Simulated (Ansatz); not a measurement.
hcp Tb

Level of theory: BLYP in Ansatz (PAW).

Run with plane-wave cutoff 520 eV, 18×18×10 k mesh (along the axes of the cell as run), Fermi–Dirac smearing 0.05 eV, spin-polarised with parallel moments, scalar-relativistic PAW data made under PBE.

Cell (relaxed at this level):

```cif
data_Tb2
_chemical_formula_sum 'Tb2'
_space_group_name_H-M_alt 'P 1'
_space_group_IT_number 1
_cell_length_a 3.65912
_cell_length_b 3.65912
_cell_length_c 5.88910
_cell_angle_alpha 90.000
_cell_angle_beta 90.000
_cell_angle_gamma 120.000
loop_
_space_group_symop_operation_xyz
  'x, y, z'
loop_
_atom_site_label
_atom_site_type_symbol
_atom_site_fract_x
_atom_site_fract_y
_atom_site_fract_z
_atom_site_occupancy
Tb1 Tb 0.33333 0.66667 0.25000 1
Tb2 Tb 0.66667 0.33333 0.75000 1
```
Starting moments (μB, in the order of the record's atoms Tb Tb): 6.0 6.0.

bulk modulus: 24.5 GPa
band gap: zero (no gap)
magnetic moment per atom (the cell's total over its atoms): 5.90 μB
pressure derivative B′ of the bulk modulus: 3.7

Measured, for comparison: bulk modulus 38.7 GPa (room temperature, no zero-point or thermal correction; as tabulated in Wikipedia's data pages). Computed (rounded) less measured: bulk modulus -37 %.

Note: the 4f shell is treated without U or exact exchange, so its levels and filling can be wrong; the collinear magnetic order is the start's and need not be the measured one; the bulk modulus comes from volumes at which shape and atoms were relaxed.

Moments are spin moments.

Spin–orbit coupling is not included.

Computed values are for the static lattice.

Ansatz is a quantum-chemistry and plane-wave program.
